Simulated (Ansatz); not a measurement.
Start from BaTiO3 (space group P4mm, No. 99; a = 3.9728 Å, c = 4.1123 Å).

Structures relaxed with r2SCAN (Ansatz, a program for electronic structure; PAW; 500 eV plane waves; spin-orbit coupling left out), earlier PAW set.

Base:

Simulated powder pattern, Cu Kα, λ = 1.54184 Å (kinematic, ideal powder, no thermal factors, no anomalous dispersion; the 8 strongest lines at most, above 2 %, up to 2θ = 90°):

| 2θ (°) | I/Imax (%) | hkl |
|---|---|---|
| 22.38 | 18 | (100) |
| 31.31 | 100 | (101) |
| 31.86 | 47 | (110) |
| 38.82 | 37 | (111) |
| 45.67 | 33 | (200) |
| 55.37 | 19 | (112) |
| 56.42 | 37 | (211) |
| 65.32 | 20 | (202) |

After one change:

Simulated powder pattern, Cu Kα, λ = 1.54184 Å (kinematic, ideal powder, no thermal factors, no anomalous dispersion; the 8 strongest lines at most, above 2 %, up to 2θ = 90°):

| 2θ (°) | I/Imax (%) |
|---|---|
| 22.62 | 19 |
| 32.11 | 100 |
| 32.20 | 50 |
| 39.64 | 38 |
| 46.19 | 34 |
| 57.18 | 19 |
| 57.36 | 38 |
| 67.16 | 20 |

Problem. Which of these changes matches the shifts?
A) pressure 45 GPa
B) pressure 1.8 GPa
C) pressure 4.2 GPa
D) pressure 9 GPa

Solution. D, pressure 9 GPa. Its volume per atom is 12.22 Å³ against 12.98 Å³, and its space group is P4mm (No. 99).

Load acts through the strain it causes; cell and atoms are relaxed under it. Stability against distortions was not tested. Competing high-pressure phases were not computed. All final runs are without spin polarisation. Along this pressure series the structure jumps between pressure 9 GPa and pressure 18 GPa; cells beyond that are another form of it.
